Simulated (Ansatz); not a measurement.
System: CsCl-type RuAl. Method: r²SCAN0 in Ansatz (PAW).

Numerical settings: plane-wave cutoff 520 eV, 10×10×10 k mesh, Fermi–Dirac smearing 0.05 eV, no spin polarisation, scalar-relativistic PAW data made under PBE.

A third-order Birch–Murnaghan fit to the energies gives V0 = 12.945 Å³/atom, B0 = 239 GPa, B′ = 4.3.

```json
[
 {"V (Å³/atom)": "12.270", "P (GPa)": "[?]"},
 {"V (Å³/atom)": "12.593", "P (GPa)": "[?]"},
 {"V (Å³/atom)": "12.916", "P (GPa)": "0.54"},
 {"V (Å³/atom)": "13.248", "P (GPa)": "[?]"},
 {"V (Å³/atom)": "13.562", "P (GPa)": "-10.06"}
]
```

**Question.** Estimate the withheld pressures from this fit; the answers are the runs' own values.

**Answer.** 
- 12.270, P (GPa): 14.35
- 12.593, P (GPa): 6.99
- 13.248, P (GPa): -5.26

The formula P = (3/2) B0 (x^(7/3) − x^(5/3)) [1 + (3/4)(B′ − 4)(x^(2/3) − 1)] with x = V0/V meets the computed pressures within 0.02 GPa when these rounded values are put in.

Note: the run has no spin polarisation, so it can have missed a magnetic state.

Static lattice: no zero-point or thermal effects.

Ansatz is an electronic-structure program.
